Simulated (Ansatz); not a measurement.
Reference: LiPt (P-6m2), PBEsol, DFPT electron-phonon coupling, linearised Boltzmann equation (plane waves, PAW, scalar-relativistic; Ansatz, a quantum-chemistry and plane-wave program); geometry: relaxed with this functional, without spin-orbit coupling.

LiPt is taken in the hexagonal space group P-6m2 (No. 187), Pearson symbol hP2. Cell: a = b = 2.7214 Å, c = 4.1912 Å, α = β = 90.00°, γ = 120.00°. Li on 1b is coordinated by 6 Pt at 2.619 Å and 6 Li at 2.721 Å (anticuboctahedral). Pt on 1e is surrounded by 6 Li at 2.619 Å and 6 Pt at 2.721 Å (anticuboctahedral). (Neighbours: up to the widest gap in distance over summed covalent radii, below 1.35, at either atom.)

The resistivity at 300 K comes out as 6.0 μΩ·cm, the electron-phonon coupling λ is 0.197 and the logarithmic mean phonon energy comes out as 15.8 meV.

Question: Replace Pt by Pd on the same sites and relax. What happens?

Answer: LiPd (P-6m2): volume per atom 13.4 to 13.5 Å³; resistivity at 300 K falls (6.0 μΩ·cm to 5.0 μΩ·cm); electron-phonon coupling λ falls (0.197 to 0.140); logarithmic mean phonon energy stays about the same (15.8 meV to 16.6 meV).

Moves up to 14 % count as about the same. Metals; harmonic phonons alone scatter; means over directions. Halving the electron mesh moves these values by up to 9 %; q meshes are mostly untested. Spin-orbit coupling is left out.

Formula and space group known from diffraction (Crystallography Open Database), not checked to be the room-temperature form: LiPd (P-6m2), LiPt (P-6m2). The missing spin-orbit coupling matters most for LiPt (P-6m2).
